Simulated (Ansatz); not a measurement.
Base system: ZnF₂ in the CdCl2 type structure (space group R-3m, No. 166; a hypothetical phase, not in the database extracts checked).

```xyz
3
Lattice="1.5920 0.9191 4.2168 -1.5920 0.9191 4.2168 0.0000 -1.8383 4.2168" Properties=species:S:1:pos:R:3 pbc="T T T"
Zn     0.0000     0.0000     0.0000
F      0.0000     0.0000     3.2561
F      0.0000     0.0000     9.3945
```

Cartesian axes are those of the cell as printed.

Method: plane-wave PAW DFT at the PBE-D3(BJ) level (Ansatz, a program for electronic structure, 420 eV), scalar-relativistic without spin-orbit coupling.

Base values:

```
Quantity                         Result
-----------------------------  --------
Smallest direct gap             4.04 eV
Shortest interatomic distance  207.4 pm
```

The change: the symmetric strain tensor [0.0286 -0.0034 -0.0073; -0.0034 0.0126 -0.0006; -0.0073 -0.0006 -0.0029], atoms relaxed at fixed cell.

Task: Estimate the effect on the smallest direct gap.

Result: The smallest direct gap decreases by 0.11 eV (4.04 eV → 3.93 eV).

Task: What happens to the shortest interatomic distance?

Result: The shortest interatomic distance increases by 0.5 pm (207.4 pm → 207.9 pm).

Task: Estimate the effect on the stress.

Result: The stress (xx, yy, zz, yz, xz, xy; compression positive) is (-4.20, -3.16, -0.79, 0.10, 0.17, 0.13) GPa.

Task: How does this affect the energy relative to the base?

Result: The energy increases by 6.4 meV/atom.

No phonon test of stability was made.
